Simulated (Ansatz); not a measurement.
Co on the Mg site in rock-salt MgO: one set of geometries, relaxed with PBE, evaluated in Ansatz (PAW, plane waves to 420 eV, 500 eV under r2SCAN) with PBE, r2SCAN.

Details: 64-site cell; 2×2×2 shifted k-points; start: the Mg site; charged states image-corrected; no Hubbard U; energies good to tenths of an eV; flagged in the runs: host ions not shown at rest.

| quantity | PBE | r2SCAN |
|---|---|---|
| host gap (eV) | 4.46 | … |
| ε(+1/0) above the VBM (eV) | 1.73 | … |
| ε(0/−1) above the VBM (eV) | 3.41 | … |
| neutral formation energy against hcp Co, ferromagnetic, hcp Mg (eV) | 4.35 | … |
| largest moment on one atom at charge 0 (μB) | 2.48 | … |
| largest moment on one atom at charge −1 (μB) | 1.81 | … |

**Question.** Given the lower rungs, what does r2SCAN give?

**Answer.** 
- host gap (eV), r2SCAN: 5.34
- ε(+1/0) above the VBM (eV), r2SCAN: 1.51
- ε(0/−1) above the VBM (eV), r2SCAN: 3.98
- neutral formation energy against hcp Co, ferromagnetic, hcp Mg (eV), r2SCAN: 3.79
- largest moment on one atom at charge 0 (μB), r2SCAN: 2.58
- largest moment on one atom at charge −1 (μB), r2SCAN: 1.84

Ansatz is a program for electronic structure.
